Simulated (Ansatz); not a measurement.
```xyz
5
Lattice="3.8685 0.0000 0.0000 0.0000 3.8685 0.0000 0.0000 0.0000 5.1661" Properties=species:S:1:pos:R:3 pbc="T T T"
La     0.0000     0.0000     0.6628
In     1.9343     1.9343     2.9183
O      0.0000     1.9343     2.0676
O      1.9343     1.9343     4.9673
O      1.9343     0.0000     2.0676
```

The cell was generated from a structure type, relaxed within its symmetry, and need not be the phase found at ambient conditions. Spin-orbit coupling is not included. La is the large-site (A) cation and In the one bonded closest to the anions (B).

### Question
Give the diagonal Born effective charges atom by atom and the electronic dielectric tensor from linear response, DFT at the PBEsol level (Ansatz, a quantum-chemistry and plane-wave program).

### Answer
```csv
atom,Z*xx,Z*yy,Z*zz
La1,4.44,4.44,3.25
In2,2.99,2.99,3.31
O3,-2.49,-2.75,-2.03
O4,-2.20,-2.20,-2.50
O5,-2.75,-2.49,-2.03
```

ε∞ diagonal: 4.8, 4.8, 4.6. The program warned that the k mesh resolves the field response only roughly, so the permittivities are not converged. At this level the polar cell without biaxial strain is unstable to a cell-doubling distortion (lowest mode away from Γ 86i cm⁻¹ on a 2×2×2 mesh), so it is not the ground state. At Γ this cell has an unstable mode of 20i cm⁻¹, so it is a symmetry-held saddle and not a minimum.
